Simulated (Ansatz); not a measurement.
**Ansatz (a first-principles code) run on CaGe₂Pd₂ (I4mm, 5 atoms in the cell): self-consistent single point**

Computed with PBEsol, default PAW files made with PBE (plane waves; Ansatz).

The input file:

Ansatz 0.2 input:
```yaml
crystal:
  lattice:
    - [-2.14380700, 2.14380700, 5.03077500]
    - [2.14380700, -2.14380700, 5.03077500]
    - [2.14380700, 2.14380700, -5.03077500]
  atoms:
    - { symbol: Ca, position: [0.00496900, 0.00496900, 0.00000000] }
    - { symbol: Ge, position: [0.37621000, 0.37621000, 0.00000000] }
    - { symbol: Ge, position: [0.62379000, 0.62379000, 0.00000000] }
    - { symbol: Pd, position: [0.75000000, 0.25000000, 0.50000000] }
    - { symbol: Pd, position: [0.25000000, 0.75000000, 0.50000000] }
basis:
  ecutwfc: 420.0
kpoints:
  mp_grid: { grid: [6, 6, 6] }
hamiltonian:
  xc: pbesol
  pseudopotentials: { kind: paw }
scf:
  occupations: { method: gaussian, width: 0.1 }
output:
  forces: true
  eigenvalues: true
  stress: true
```

Output, abridged:

```
WARN ansatz: RAYON_NUM_THREADS=1 ignored (pool sized by the plan → 1); use --threads N
Pseudopotentials: kind: paw
Pseudopotential: Ca, paw, valence charge 10
Pseudopotential: Ge, paw, valence charge 14
Pseudopotential: Pd, paw, valence charge 18
Crystal: 5 atoms, lattice volume = 92.484 Å³
Basis set: ecut = 420 eV, 1785 PW (Γ), exchange–correlation on 80×80×80 points (8 copies of the dense FFT grid, shifted against one another)
Bands: 45, of which v1, the nominal top of the filled ones, is band 37 counted from 1 (36 counted from 0)
Symmetry: 8 space group operations
Space group: I4mm (ITA 107), of the structure as read, at distance tolerance 4.5e-5 Å
k-points: 30 of 216 (time reversal used)
PAW frozen core: Ca, regenerated for the run's functional, and the local potential with it
PAW frozen core: Ge, regenerated for the run's functional, and the local potential with it
PAW frozen core: Pd, regenerated for the run's functional, and the local potential with it
Initial density: superposition of atomic densities (neutral atoms: chi_scale 0, normalization atom), corrected by the library's trained network
Initial wavefunctions: pseudopotential atomic-orbital guess
Eigensolver: davidson
Functional: x = pbesol(κ = 0.804, μ = 0.12345679012345678), c = pbesol(β = 0.046)
SCF iter   1: F=—  HF=-24117.773072 eV  |F-HF|=—  |Δ(HF+E_count)|=         —  Δρ=6.43e-3  dr2=4.03e-2  ethr=1.77e-3  ⟨swp⟩=7.5  Hψ=5548  notcnv=0  defer=7
all-band conjugate gradients solve this SCF's bands
preconditioner: auto → Kerker (q_TF=auto, 2.629 Å⁻¹)
SCF iter   2: F=—  HF=-24117.765514 eV  |F-HF|=—  |Δ(HF+E_count)|=   7.56e-3  Δρ=2.62e-3  dr2=8.38e-3  ethr=5.44e-5  ⟨swp⟩=2.8  Hψ=2625  notcnv=0  defer=10
SCF iter   3: F=—  HF=-24117.764003 eV  |F-HF|=—  |Δ(HF+E_count)|=   1.51e-3  Δρ=6.74e-4  dr2=5.71e-4  ethr=1.13e-5  ⟨swp⟩=2.0  Hψ=1625  notcnv=0  defer=10
SCF iter   4: F=—  HF=-24117.763909 eV  |F-HF|=—  |Δ(HF+E_count)|=   9.44e-5  Δρ=2.79e-4  dr2=1.65e-4  ethr=7.71e-7  ⟨swp⟩=2.0  Hψ=1994  notcnv=0  defer=10
SCF iter   5: F=—  HF=-24117.763870 eV  |F-HF|=—  |Δ(HF+E_count)|=   3.93e-5  Δρ=1.14e-4  dr2=3.00e-5  ethr=2.23e-7  ⟨swp⟩=2.0  Hψ=2038  notcnv=0  defer=10
SCF iter   6: F=—  HF=-24117.763853 eV  |F-HF|=—  |Δ(HF+E_count)|=   1.70e-5  Δρ=4.20e-5  dr2=1.80e-6  ethr=4.05e-8  ⟨swp⟩=2.0  Hψ=1741  notcnv=0  defer=10
SCF iter   7: F=—  HF=-24117.763852 eV  |F-HF|=—  |Δ(HF+E_count)|=   4.79e-7  Δρ=1.24e-5  dr2=3.83e-7  ethr=2.43e-9  ⟨swp⟩=2.1  Hψ=2132  notcnv=0  defer=10
SCF iter   8: F=-24117.763852 eV  HF=-24117.763852 eV  |F-HF|=3.16e-8  |Δ(HF+E_count)|=   8.52e-8  Δρ=3.82e-6  dr2=4.13e-8  ethr=1.35e-10  ⟨swp⟩=8.2  Hψ=5322  notcnv=0
SCF 1 converged in 8 iterations: F = -24117.763852 eV  dr2 = 4.13e-8
SCF converged after 8 iterations
Free energy (F): -24117.763852 eV
Harris-Foulkes:  -24117.763852 eV  (|F-HF|=3.16e-8)
Internal energy: -24117.748766 eV  (E = F + TS)
E sigma→0 (E₀):  -24117.756309 eV
Entropy (-TS):   -0.015086 eV (-3.017 meV/atom)
Fermi energy:    13.266035 eV
--- Per-component energies (eV) ---
  E_band       = -785.263990
  E_kinetic    = 1531.966467
  E_local      = -10241.014252  (includes V_loc(G=0)·N_el)
  E_nonlocal   = 1342.644842
  E_hartree    = 4329.460927
  E_xc         = -623.725168
  E_vxc        = -725.623158  (∫ρ·V_xc dr)
  E_paw        = -12165.609627  (= ΣΔE_a)
  E_vpaw       = -1352.170085  (= ΣTr[D̂ρ^β])
  E_aug_tail   = 0.000960  (compensation charges beyond the density's cutoff)
  E_ewald      = -8294.032630
  E_core_change = 2.559715  (= ΣΔE_core)
  E_smearing   = -0.015086  (= −TS)
  E_closure    = 0.000000  (closes the sum)
  Σ components = -24117.763852   (vs F -24117.763852, Δ=0.00e0)
--- Forces (eV/Å), atoms counted from 1 ---
  atom   1  Ca    -0.00000000     0.00000000    -0.16740901
  atom   2  Ge    -0.00000000     0.00000000    -0.07838629
  atom   3  Ge     0.00000000    -0.00000000     0.13766980
  atom   4  Pd     0.00000000     0.00000000     0.05404225
  atom   5  Pd    -0.00000000    -0.00000000     0.05404225
  max |Σ_I F_I| component: 4.10e-5 eV/Å
--- Stress (GPa, compression-positive) ---
       -0.871966       0.000000      -0.000000
        0.000000      -0.871966       0.000000
       -0.000000       0.000000      -0.075117
  P = ⅓ Tr σ = -0.6064 GPa (-6.064 kbar)
  The stress holds the Pulay correction. Without it, at fixed plane waves, as pw.x and ABINIT print it: P = -0.6384 GPa
--- Band table (eV; the first three rows and the last of 30) ---
  k-point 0: bands = ["-71.5358", "-71.5262", "-37.3444", "-37.3444", "-37.2800", "-37.2733", "-37.2733", "-37.2655", "-27.4192", "-11.2775", "-11.2030", "-11.2030", "-11.1436", "-11.1357", "-11.1296", "-11.1241", "-11.1241", "-11.1138", "-11.0727", [...]
  k-point 1: bands = ["-71.5346", "-71.5274", "-37.3465", "-37.3251", "-37.2932", "-37.2781", "-37.2717", "-37.2673", "-27.4184", "-11.2776", "-11.2045", "-11.2039", "-11.1432", "-11.1348", "-11.1298", "-11.1254", "-11.1244", "-11.1146", "-11.0721", [...]
  k-point 2: bands = ["-71.5322", "-71.5298", "-37.3509", "-37.3326", "-37.2866", "-37.2743", "-37.2707", "-37.2682", "-27.4168", "-11.2775", "-11.2086", "-11.2059", "-11.1423", "-11.1328", "-11.1285", "-11.1282", "-11.1249", "-11.1167", "-11.0710", [...]
  k-point 29: bands = ["-71.5358", "-71.5262", "-37.3444", "-37.3444", "-37.2801", "-37.2733", "-37.2733", "-37.2655", "-27.4189", "-11.2782", "-11.2046", "-11.2046", "-11.1471", "-11.1324", "-11.1246", "-11.1224", "-11.1224", "-11.1187", [...]
```

The run converged in 8 iterations.

The starting cell comes from a database of computed structures (which also holds hypothetical and non-ambient phases and stackings), without a prior relaxation at this level. Its lattice was rescaled by up to half a per cent. One atom was moved a little off its site on purpose. Spin polarisation is off. Ansatz's pressure includes its estimate of the finite-basis (Pulay) stress.
